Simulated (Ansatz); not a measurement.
A periodic model of amorphous Si30N42Mg3:

```xyz
75
Lattice="9.4340 0.0000 0.0000 0.0000 9.4340 0.0000 0.0000 0.0000 9.4340" Properties=species:S:1:pos:R:3 pbc="T T T"
Si     3.5011     4.9939     0.9218
Si     4.9438     2.9580     5.8386
Si     7.5815     3.8524     2.4572
Si     7.4407     0.7029     3.3937
Si     7.7886     6.9313     7.9479
Si     4.8269     0.0500     1.5702
Si     3.5909     2.8235     8.4362
Si     0.8681     5.3782     1.7549
Si     7.6079     9.1142     0.5561
Si     6.3532     4.2304     7.4790
Si     0.5247     8.7107     2.4244
Si     4.3719     7.1080     1.5002
Si     7.8950     2.0116     8.3817
Si     7.2969     0.0843     6.0387
Si     8.1526     3.1512     5.1337
Si     8.7715     4.4091     8.9922
Si     0.7407     0.7872     4.9227
Si     4.7722     6.7010     7.9359
Si     5.2866     7.9529     4.1146
Si     4.8889     5.2211     3.7048
Si     0.1171     9.1742     7.7603
Si     1.0172     2.6936     7.0081
Si     1.5636     6.4081     8.3303
Si     0.7457     4.4319     4.2457
Si     2.3629     9.3009     0.1158
Si     3.4935     0.8978     4.1726
Si     2.8820     4.9604     6.1218
Si     5.3291     0.3882     8.2308
Si     1.8592     7.2982     4.0762
Si     5.2878     2.6884     1.9756
N      8.4214     4.2695     3.8570
N      4.8882     3.3934     7.5357
N      1.6751     5.7756     5.0095
N      6.4529     9.2042     4.5552
N      5.5199     8.1052     2.3593
N      7.1988     3.5920     8.8280
N      8.6642     0.5945     9.0112
N      0.9557     6.9736     2.4961
N      1.9525     1.5936     4.1005
N      1.3848     0.3895     1.4083
N      0.9493     0.9009     6.6860
N      8.3208     8.2884     6.8426
N      3.4964     1.0484     8.5338
N      0.0063     2.9204     8.3408
N      1.4587     8.2211     8.4067
N      4.3297     1.4265     5.5363
N      0.3356     3.4521     5.6507
N      4.3326     1.3418     2.6136
N      3.1181     6.2170     7.3025
N      5.8354     4.2184     2.6016
N      6.6900     1.1050     7.3254
N      5.9048     6.4171     4.2863
N      8.6232     4.8048     1.2816
N      6.3590     5.9609     7.4722
N      3.6169     8.4945     0.8874
N      8.3894     1.2963     4.8194
N      7.0263     2.1293     2.4156
N      3.7258     5.8370     2.4881
N      1.4667     4.1284     2.7356
N      2.4420     3.5483     7.2672
N      4.9475     8.3448     7.5185
N      6.0074     0.5614     0.4125
N      3.4964     8.4282     4.4029
N      4.6160     6.1042     0.1444
N      8.2013     9.0265     2.2537
N      0.7283     8.6494     4.2174
N      6.6901     3.4582     5.9061
N      9.2644     5.8688     8.0934
N      7.5328     7.5013     0.1140
N      1.8852     5.4188     0.3199
N      3.8689     3.2883     0.7523
N      4.1068     4.3186     5.0281
Mg     2.0150     2.2435     2.1720
Mg     3.2761     9.2429     6.6288
Mg     7.3286     6.9049     2.1569
```

Calculation: PBE, scalar-relativistic without spin-orbit coupling (plane waves to 420 eV, PAW; Ansatz, a first-principles code).

Preparation: random packing, a CHGNet melt and quench, and a DFT relaxation. N atoms were pushed apart under 1.9 Å during the dynamics, to hinder bonds among them. The hot cell started wider than the set density and was brought back towards it in steps. It is the lowest in DFT energy of 2 quenches. It is a model cell: composition and starting density were chosen by hand, and all elements were melted together. No dispersion term was used. Its density started from a set value of 2.97 and ended at 2.97 g/cm³. The simulated quench (nominally 380 K/ps over its main leg) is rapid and tends to freeze in more defects than a deposited or slowly cooled glass has. One small periodic cell is one sample of the glass; other quenches scatter about these values. The volume was held where the preparation left it, at a PBE pressure of -2.3 GPa (tension). Stress components on the final sampling reach 3.9 GPa. On a 2×2×2 Γ-centred mesh force components of up to 0.13 eV/Å stay, since the relaxation ran on the zone centre alone.

Neighbours within Si-Si 2.60 Å, Si-N 2.16 Å, Si-Mg 2.82 Å, N-N 1.70 Å, N-Mg 2.54 Å, Mg-Mg 3.19 Å count as bonded. Two cations that share two anions don't count as bonded, nor two that share one unless they lie closer than Si-Si 2.38 Å, Si-Mg 2.74 Å, Mg-Mg 3.10 Å.

Q: Give the coordination numbers, mean bond lengths and angles.

A: 
```
Property                                                          Result
---------------------------------  -------------------------------------
Mean coordination of Si by anions                       4.00 (30 with 4)
Mean coordination of N              3.12 (1 with 2, 35 with 3, 6 with 4)
Mean coordination of Mg by anions              3.67 (1 with 3, 2 with 4)
Mean Si-N bond                     1.776 Å (spread 0.070 Å, 120 counted)
Mean N-Mg bond                      2.209 Å (spread 0.145 Å, 11 counted)
Bond angle at Si                               mean 109.5°, spread 12.7°
Bond angle at N                                mean 114.2°, spread 15.4°
Bond angle at Mg                                mean 97.9°, spread 25.5°
```

Q: Which atoms depart from the most common coordination of their element?

A: N35 has 4 (Si6 1.73 Å, Si12 1.75 Å, Si19 1.78 Å, Mg75 2.18 Å); N43 has 4 (Si7 1.78 Å, Si25 1.93 Å, Si28 1.97 Å, Mg74 2.28 Å); N48 has 4 (Si6 1.73 Å, Si30 1.77 Å, Si26 1.83 Å, Mg73 2.53 Å); N52 has 2 (Si19 1.66 Å, Si20 1.67 Å; Mg75 at 2.61 Å just beyond); N56 has 4 (Si4 1.81 Å, Si17 1.86 Å, Si15 1.90 Å, Si14 2.04 Å); N63 has 4 (Si19 1.87 Å, Si26 1.92 Å, Si29 2.02 Å, Mg74 2.38 Å); N65 has 4 (Si4 1.76 Å, Si11 1.79 Å, Si9 1.80 Å, Mg75 2.30 Å); Mg75 has 3 (N69 2.14 Å, N35 2.18 Å, N65 2.30 Å; N52 at 2.61 Å just beyond; N53 at 2.62 Å just beyond).

Q: List the pairs of like atoms that count as bonded by the rules above.

A: There are none by these rules.

Q: What Bader charges do the atoms carry, from a run on the zone centre alone?

A: Means (range): Si +3.05 e (+2.90 to +3.13), N -2.30 e (-2.40 to -2.21), Mg +1.70 e (+1.70 to +1.71).
| atom | charge (e) |
|---|---|
| Si1 | +3.06 |
| Si2 | +3.07 |
| Si3 | +3.03 |
| Si4 | +3.04 |
| Si5 | +3.06 |
| Si6 | +3.10 |
| Si7 | +3.06 |
| Si8 | +3.07 |
| Si9 | +3.09 |
| Si10 | +3.11 |
| Si11 | +3.03 |
| Si12 | +3.10 |
| Si13 | +3.00 |
| Si14 | +3.00 |
| Si15 | +3.07 |
| Si16 | +3.04 |
| Si17 | +3.08 |
| Si18 | +3.08 |
| Si19 | +3.04 |
| Si20 | +3.10 |
| Si21 | +3.07 |
| Si22 | +3.13 |
| Si23 | +3.01 |
| Si24 | +3.06 |
| Si25 | +3.05 |
| Si26 | +3.03 |
| Si27 | +3.03 |
| Si28 | +3.02 |
| Si29 | +2.90 |
| Si30 | +2.93 |
| N31 | -2.32 |
| N32 | -2.35 |
| N33 | -2.24 |
| N34 | -2.28 |
| N35 | -2.40 |
| N36 | -2.30 |
| N37 | -2.33 |
| N38 | -2.29 |
| N39 | -2.30 |
| N40 | -2.26 |
| N41 | -2.35 |
| N42 | -2.29 |
| N43 | -2.27 |
| N44 | -2.30 |
| N45 | -2.32 |
| N46 | -2.27 |
| N47 | -2.34 |
| N48 | -2.36 |
| N49 | -2.29 |
| N50 | -2.31 |
| N51 | -2.28 |
| N52 | -2.24 |
| N53 | -2.31 |
| N54 | -2.29 |
| N55 | -2.37 |
| N56 | -2.31 |
| N57 | -2.24 |
| N58 | -2.30 |
| N59 | -2.29 |
| N60 | -2.28 |
| N61 | -2.29 |
| N62 | -2.31 |
| N63 | -2.21 |
| N64 | -2.33 |
| N65 | -2.35 |
| N66 | -2.30 |
| N67 | -2.30 |
| N68 | -2.26 |
| N69 | -2.27 |
| N70 | -2.31 |
| N71 | -2.27 |
| N72 | -2.30 |
| Mg73 | +1.70 |
| Mg74 | +1.70 |
| Mg75 | +1.71 |
